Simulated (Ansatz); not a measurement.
Consider Pd in the fcc (Cu type) structure (space group Fm-3m, No. 225; a = 3.9114 Å).

Structures relaxed with r2SCAN (Ansatz, an electronic-structure program, PAW, without spin-orbit coupling), earlier PAW set.

Base:

Simulated powder pattern, Co Kα, λ = 1.79026 Å (kinematic, ideal powder, no thermal factors, no anomalous dispersion; the 10 strongest lines at most, above 2 %, up to 2θ = 90°):

```tsv
2θ (°)	I/Imax (%)	hkl
46.70	100	(111)
54.48	47	(200)
80.67	30	(220)
```

One thing is altered: every Pd is replaced by Ag, then cell and atoms are relaxed.

Q: How do the reflections move or split?

A: 
Simulated powder pattern, Co Kα, λ = 1.79026 Å (kinematic, ideal powder, no thermal factors, no anomalous dispersion; the 10 strongest lines at most, above 2 %, up to 2θ = 90°):

```
2θ (°)  I/Imax (%)    hkl
------  ----------  -----
44.38          100  (111)
51.71           48  (200)
76.15           30  (220)
```

The indices refer to each structure's own conventional cell; one index is shown for lines that coincide.

No phonon test of stability was made. The final runs are not spin-polarised. Pd has a high density of states at the Fermi level and may be magnetic at this level.
